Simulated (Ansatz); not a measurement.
**Worked example: self-consistent single point of SiNi (P2_13, 8 atoms in the cell) in Ansatz (a program for electronic structure)**

Level of theory: LDA (PW92), default PAW files made with PBE (plane waves; Ansatz).

The input file:

Ansatz 0.2 input:
```yaml
crystal:
  lattice:
    - [4.526208, 0.000000, 0.000000]
    - [0.000000, 4.526208, 0.000000]
    - [0.000000, 0.000000, 4.526208]
  atoms:
    - { symbol: Si, position: [0.653170, 0.153170, 0.346830] }
    - { symbol: Si, position: [0.846830, 0.846830, 0.846830] }
    - { symbol: Si, position: [0.153170, 0.346830, 0.653170] }
    - { symbol: Si, position: [0.346830, 0.653170, 0.153170] }
    - { symbol: Ni, position: [0.350500, 0.850500, 0.649500] }
    - { symbol: Ni, position: [0.149500, 0.149500, 0.149500] }
    - { symbol: Ni, position: [0.850500, 0.649500, 0.350500] }
    - { symbol: Ni, position: [0.649500, 0.350500, 0.850500] }
basis:
  ecutwfc: 420.0 eV
kpoints:
  mp_grid: { grid: [7, 7, 7] }
hamiltonian:
  xc: lda
  pseudopotentials: { kind: paw }
scf:
  occupations: { method: gaussian, width: 0.1 eV }
output:
  forces: true
  eigenvalues: true
  stress: true
```

Log, with long lists cut:

```
WARN ansatz: RAYON_NUM_THREADS=1 ignored (pool sized by the plan → 1); use --threads N
Pseudopotentials: kind: paw
Pseudopotential: Si, paw, valence charge 4
Pseudopotential: Ni, paw, valence charge 18
Crystal: 8 atoms, lattice volume = 92.726 Å³
Basis set: ecut = 420 eV, 1839 PW (Γ)
Bands: 53, of which v1, the nominal top of the filled ones, is band 44 counted from 1 (43 counted from 0)
Symmetry: 12 space group operations
Space group: P213 (ITA 198), of the structure as read, at distance tolerance 4.5e-5 Å
k-points: 24 of 343 (time reversal used)
PAW frozen core: Si, regenerated for the run's functional, and the local potential with it
PAW frozen core: Ni, regenerated for the run's functional, and the local potential with it
Initial density: superposition of atomic densities (neutral atoms: chi_scale 0, normalization atom), corrected by the library's trained network
Initial wavefunctions: pseudopotential atomic-orbital guess
Eigensolver: davidson
Functional: x = slater, c = lda
SCF iter   1: F=—  HF=-25531.949010 eV  |F-HF|=—  |Δ(HF+E_count)|=         —  Δρ=1.46e-2  dr2=8.07e-2  ethr=1.77e-3  ⟨swp⟩=7.5  Hψ=5023  notcnv=0
all-band conjugate gradients solve this SCF's bands
preconditioner: auto → Kerker (q_TF=auto, 2.705 Å⁻¹)
SCF iter   2: F=—  HF=-25531.932355 eV  |F-HF|=—  |Δ(HF+E_count)|=   1.67e-2  Δρ=4.11e-3  dr2=5.61e-3  ethr=9.17e-5  ⟨swp⟩=2.5  Hψ=2520  notcnv=0  defer=50
SCF iter   3: F=—  HF=-25531.931462 eV  |F-HF|=—  |Δ(HF+E_count)|=   8.93e-4  Δρ=1.54e-3  dr2=1.07e-3  ethr=6.38e-6  ⟨swp⟩=1.4  Hψ=1249  notcnv=0  defer=50
SCF iter   4: F=—  HF=-25531.931169 eV  |F-HF|=—  |Δ(HF+E_count)|=   2.93e-4  Δρ=2.38e-4  dr2=5.07e-5  ethr=1.22e-6  ⟨swp⟩=1.0  Hψ=1221  notcnv=0  defer=50
SCF iter   5: F=—  HF=-25531.931195 eV  |F-HF|=—  |Δ(HF+E_count)|=   2.63e-5  Δρ=4.73e-5  dr2=1.85e-6  ethr=5.76e-8  ⟨swp⟩=2.0  Hψ=1365  notcnv=0  defer=50
SCF iter   6: F=—  HF=-25531.931196 eV  |F-HF|=—  |Δ(HF+E_count)|=   3.13e-7  Δρ=1.83e-5  dr2=2.35e-7  ethr=2.10e-9  ⟨swp⟩=2.0  Hψ=1834  notcnv=0  defer=50
SCF iter   7: F=-25531.931196 eV  HF=-25531.931196 eV  |F-HF|=5.61e-9  |Δ(HF+E_count)|=   3.14e-8  Δρ=4.43e-6  dr2=1.33e-8  ethr=1.14e-10  ⟨swp⟩=8.4  Hψ=4959  notcnv=0
SCF 1 converged in 7 iterations: F = -25531.931196 eV  dr2 = 1.33e-8
SCF converged after 7 iterations
Free energy (F): -25531.931196 eV
Harris-Foulkes:  -25531.931196 eV  (|F-HF|=5.61e-9)
Internal energy: -25531.917204 eV  (E = F + TS)
E sigma→0 (E₀):  -25531.924200 eV
Entropy (-TS):   -0.013992 eV (-1.749 meV/atom)
Fermi energy:    15.801582 eV
--- Per-component energies (eV) ---
  E_band       = -1218.315332
  E_kinetic    = 1316.692372
  E_local      = -17434.514821  (includes V_loc(G=0)·N_el)
  E_nonlocal   = 2665.452502
  E_hartree    = 7502.077928
  E_xc         = -566.427627
  E_vxc        = -638.349021  (∫ρ·V_xc dr)
  E_paw        = -8206.056264  (= ΣΔE_a)
  E_vpaw       = -2131.748108  (= ΣTr[D̂ρ^β])
  E_aug_tail   = 0.001849  (compensation charges beyond the density's cutoff)
  E_ewald      = -10811.216948
  E_core_change = 2.073805  (= ΣΔE_core)
  E_smearing   = -0.013992  (= −TS)
  E_closure    = 0.000000  (closes the sum)
  Σ components = -25531.931196   (vs F -25531.931196, Δ=0.00e0)
--- Forces (eV/Å), atoms counted from 1 ---
  atom   1  Si     0.04027791     0.04027791    -0.04027791
  atom   2  Si    -0.04027791    -0.04027791    -0.04027791
  atom   3  Si     0.04027791    -0.04027791     0.04027791
  atom   4  Si    -0.04027791     0.04027791     0.04027791
  atom   5  Ni     0.02989983     0.02989983    -0.02989983
  atom   6  Ni    -0.02989983    -0.02989983    -0.02989983
  atom   7  Ni     0.02989983    -0.02989983     0.02989983
  atom   8  Ni    -0.02989983     0.02989983     0.02989983
  max |Σ_I F_I| component: 1.56e-16 eV/Å
--- Stress (GPa, compression-positive) ---
      -11.733336       0.000000      -0.000000
        0.000000     -11.733336       0.000000
       -0.000000       0.000000     -11.733336
  P = ⅓ Tr σ = -11.7333 GPa (-117.333 kbar)
  The stress holds the Pulay correction. Without it, at fixed plane waves, as pw.x and ABINIT print it: P = -11.8141 GPa
--- Band table (eV; the first three rows and the last of 24) ---
  k-point 0: bands = ["-87.4629", "-87.4581", "-87.4581", "-87.4581", "-48.4069", "-48.4069", "-48.4069", "-48.3884", "-48.2695", "-48.2695", "-48.2695", "-48.2517", "-48.2517", "-48.2448", "-48.2448", "-48.2448", "1.8232", "7.1567", "7.1567", [...]
  k-point 1: bands = ["-87.4627", "-87.4587", "-87.4580", "-87.4577", "-48.4086", "-48.4072", "-48.4043", "-48.3890", "-48.2727", "-48.2704", "-48.2653", "-48.2515", "-48.2508", "-48.2459", "-48.2456", "-48.2442", "1.9677", "6.2501", "7.2533", [...]
  k-point 2: bands = ["-87.4622", "-87.4596", "-87.4579", "-87.4575", "-48.4094", "-48.4079", "-48.4010", "-48.3910", "-48.2746", "-48.2723", "-48.2606", "-48.2511", "-48.2487", "-48.2476", "-48.2472", "-48.2441", "2.3962", "5.1245", "7.5308", [...]
  k-point 23: bands = ["-87.4598", "-87.4597", "-87.4589", "-87.4588", "-48.4045", "-48.4040", "-48.4011", "-48.4006", "-48.2700", "-48.2693", "-48.2657", "-48.2649", "-48.2450", "-48.2448", "-48.2430", "-48.2429", "5.2641", "5.6022", "6.0908", [...]
```

The run converged in 7 iterations.

The starting cell comes from a database of computed structures (which also holds hypothetical and non-ambient phases and stackings), without a prior relaxation at this level. Its lattice was rescaled by up to half a per cent. Spin polarisation is off. With a pressure of about -12 GPa the cell is away from its equilibrium volume at this level. Ansatz's pressure includes its estimate of the finite-basis (Pulay) stress.
